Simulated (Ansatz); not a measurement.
Start from BN in the rock salt structure (space group Fm-3m, No. 225; a = 3.503 Å; a hypothetical phase, not in the database extracts checked).

Calculations: PBE in Ansatz (plane waves to 420 eV, PAW, no SOC).

Before the change:

The gap character is indirect, K–Γ (54 % along) → X. The smallest direct gap is 5.83 eV and the electron mass is 1.6 mₑ along k, 0.33 mₑ across (at X).

Now apply this change: cell and atoms relaxed at a pressure of 3 GPa.

Question: What happens to the gap character?

Answer: The gap character remains indirect, K–Γ (54 % along) → X.

Question: What does the calculation give for the smallest direct gap after the change?

Answer: The smallest direct gap grows by 0.028 eV, from 5.83 eV to 5.85 eV.

Question: Estimate the effect on the electron mass.

Answer: The electron mass goes from 1.6 mₑ along k, 0.33 mₑ across (at X) to 1.7 mₑ along k, 0.34 mₑ across (at X).

Load acts through the strain it causes; cell and atoms are relaxed under it. Effective masses come from finite differences of ±0.01 Å⁻¹. Along k means along the line from Γ to the band edge. Stability against distortions was not tested.

Ansatz is an electronic-structure program.
